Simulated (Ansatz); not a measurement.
**Pressure series in Ir**

Start from Ir in the fcc (Cu type) structure (space group Fm-3m, No. 225; a = 3.8705 Å).

Cell and atoms are relaxed at each pressure.

The values are results of PBE in Ansatz (plane waves to 420 eV, PAW, no spin-orbit coupling), earlier PAW set, not measurements.

Notes on the quantities. enthalpy: H = E + PV relative to the base's energy.

```tsv
case	density	enthalpy
base	22.02 g/cm³	–
pressure −2 GPa	21.89 g/cm³	-0.18 eV/atom
pressure −1 GPa	21.95 g/cm³	-0.09 eV/atom
pressure 0.9 GPa	22.07 g/cm³	+0.08 eV/atom
pressure 2.1 GPa	…	+0.19 eV/atom
pressure 4.5 GPa	22.30 g/cm³	+0.40 eV/atom
pressure 9 GPa	22.56 g/cm³	+0.80 eV/atom
pressure 15 GPa	22.90 g/cm³	+1.33 eV/atom
pressure 22.5 GPa	23.29 g/cm³	+1.98 eV/atom
pressure 30 GPa	23.66 g/cm³	+2.61 eV/atom
```

Problem. Complete the table.

Solution. 
- pressure 2.1 GPa, density: 22.15 g/cm³

Load acts through the strain it causes; cell and atoms are relaxed under it. No phonon test of stability was made. No other phases were tried under pressure. All final runs are without spin polarisation.

Ansatz is an electronic-structure program.
